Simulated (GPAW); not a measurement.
A self-consistent single point of WSi2 (I4/mmm, 3 atoms in the cell) with GPAW.

Level of theory: PBE, GPAW PAW datasets PBE (gpaw-data 1.0.1) (plane waves; GPAW).

The change in words: lattice scaled by 0.98. Reference geometry:
```
CELL_PARAMETERS angstrom
     -1.61078     1.61078     3.92909
      1.61078    -1.61078     3.92909
      1.61078     1.61078    -3.92909
ATOMIC_POSITIONS crystal
  Si 0.66500 0.66500 0.00000
  Si 0.33500 0.33500 0.00000
  W  0.00000 0.00000 0.00000
```

Reference input (self-consistent single point, DFT PBE, plane waves, GPAW PAW datasets PBE (gpaw-data 1.0.1)): mode = pw; ecut = 550 eV; xc = PBE; kpts = 10 10 10; mesh shift (steps) = 0 0 0; occupations.name = fermi-dirac; occupations.width = 0.136 eV; nbands = -11; convergence.density = 1e-05 e/electron; symmetry.symmorphic = false; symmetry.tolerance = 0.0005; maxiter = 100. This run's input differs from it in these lines:

```diff
@@ -5,7 +5,7 @@
 atoms = Atoms(['Si', 'Si', 'W'],
-              cell=[[-1.610778, 1.610778, 3.929094],
-                    [1.610778, -1.610778, 3.929094],
-                    [1.610778, 1.610778, -3.929094]],
-              positions=[[-0.000000, 0.000000, 5.225695],
-                         [-0.000000, 0.000000, 2.632493],
+              cell=[[-1.578562, 1.578562, 3.850512],
+                    [1.578562, -1.578562, 3.850512],
+                    [1.578562, 1.578562, -3.850512]],
+              positions=[[-0.000000, 0.000000, 5.121181],
+                         [0.000000, -0.000000, 2.579843],
                          [0.000000, 0.000000, 0.000000]],
```

Output (repeated stretches shortened):

```
     iter     time        total  log10-change:
                         energy   eigst   dens
iter:   1 --:--:--   -23.225643
iter:   2 --:--:--   -23.244758   -1.56  -1.19
iter:   3 --:--:--   -23.360062   -1.67  -1.21
iter:   4 --:--:--   -23.328741   -4.28  -1.72
iter:   5 --:--:--   -23.239209   -2.67  -1.79
iter:   6 --:--:--   -23.231525   -3.72  -2.20
iter:   7 --:--:--   -23.226774   -3.98  -2.32
iter:   8 --:--:--   -23.226236c  -5.09  -2.72
iter:   9 --:--:--   -23.225699c  -4.54  -2.84
iter:  10 --:--:--   -23.225699c  -6.22  -3.83
iter:  11 --:--:--   -23.225708c  -6.27  -3.90
iter:  12 --:--:--   -23.225700c  -7.30  -4.03
iter:  13 --:--:--   -23.225699c  -8.45c -4.85
iter:  14 --:--:--   -23.225699c  -9.95c -5.15c
Converged after 14 iterations.

Dipole moment: (0.000000, -0.000000, 0.000000) |e|*Ang

Energy contributions relative to reference atoms: (reference = -454544.360156)

Kinetic:        +35.517245
Potential:      -28.876404
External:        +0.000000
XC:             -29.770949
Entropy (-ST):   -0.021381
Local:           -0.084901
SIC:             +0.000000
--------------------------
Free energy:    -23.236390
Extrapolated:   -23.225699

Showing only first 2 kpts
 Kpt  Band  Eigenvalues  Occupancy
  0     9     10.52766    2.00000
  0    10     14.16260    0.01665
  0    11     16.25483    0.00000
  0    12     16.61611    0.00000

  1     9     11.42484    2.00000
  1    10     12.68520    1.99545
  1    11     16.26682    0.00000
  1    12     16.96191    0.00000

Fermi level: 13.51247

No gap
No difference between direct/indirect transitions
Energy (eV): -23.225699

Forces in eV/Ang:
  0 Si   -0.00000   -0.00000    0.29346
  1 Si   -0.00000   -0.00000   -0.29346
  2 W     0.00000    0.00000    0.00000

Stress tensor:
    -0.108364     0.000000    -0.000000
     0.000000    -0.108364    -0.000000
    -0.000000    -0.000000    -0.121344
Stress (GPa, Voigt): [-17.3619 -17.3619 -19.4415  -0.      -0.       0.    ]
```

The run converged in 14 iterations. GPAW prints stress with tension positive. Against the reference run the free energy rises by 48.4 meV/atom, the pressure goes from 2.14 to 18.06 GPa and the largest force goes from 0.109 to 0.293 eV/Å.

The starting cell has typed, rounded lattice constants, without a prior relaxation at this level. Its lattice was rescaled by a random factor within 2.5 % of one. For this run, on top of that: lattice scaled by 0.98. Spin polarisation is off. With a pressure of about 18 GPa the cell is away from its equilibrium volume at this level.

Cost on one core of a shared machine: roughly 80 s.
